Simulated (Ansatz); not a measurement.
# What uniaxial strain ε_zz = −3.81 % does to SnO2

The parent structure is SnO2 in the rutile structure (space group P4_2/mnm, No. 136; a = 4.7599 Å, c = 3.2008 Å). Axes: x, y, z lie along a, b, c of the conventional cell.

Modification: uniaxial strain ε_zz = −3.81 %, all other strain components held at zero, atoms relaxed at fixed cell.

Computed with r2SCAN (Ansatz, a program for electronic structure), scalar-relativistic without spin-orbit coupling. Settings: 7×7×10 k-points, 0.05 eV Fermi–Dirac smearing.

```csv
quantity,base,changed,shift
space group,P4_2/mnm (No. 136),P4_2/mnm (No. 136),–
shortest interatomic distance,205.9 pm,202.8 pm,-3.1 pm
energy relative to the base (free energy F),0 meV/atom,+26 meV/atom,+26 meV/atom
band gap,1.77 eV,2.31 eV,+0.54 eV
gap character,direct at Γ,direct at Γ,–
electron mass,"0.19 mₑ along c, 0.22 mₑ across (at Γ)","0.22 mₑ along z, 0.27 mₑ across (at Γ)",–
hole mass,"1.7 mₑ along c, 1.3 mₑ across (at Γ)","1.8 mₑ along z, 1.2 mₑ across (at Γ)",–
"valence-band top at Γ (three highest levels, from the VBM)","0.00, -0.77, -0.77 eV","0.00, -0.87, -0.87 eV",–
largest internal atomic displacement,–,0.014 Å,–
"stress (xx, yy, zz, yz, xz, xy; compression positive)",–,"(6.40, 6.40, 18.76, 0.00, 0.00, 0.00) GPa",–
```

Final structure:

```
SnO2
1.0
    4.75991     0.00000     0.00000
    0.00000     4.75991     0.00000
    0.00000     0.00000     3.07880
Sn O
2 4
Cartesian
  2.37995   2.37995   1.53940
  0.00000   0.00000   0.00000
  1.44648   1.44648   0.00000
  3.31342   3.31342   0.00000
  3.82644   0.93347   1.53940
  0.93347   3.82644   1.53940
```

Cost of the whole job for the changed cell (relaxation, final SCF and bands): roughly 2.2 core-minutes.

Masses are band curvatures over ±0.01 Å⁻¹ around the edge. Stability against distortions was not tested. The base started in Pnnm and relaxed to P4_2/mnm at this level.
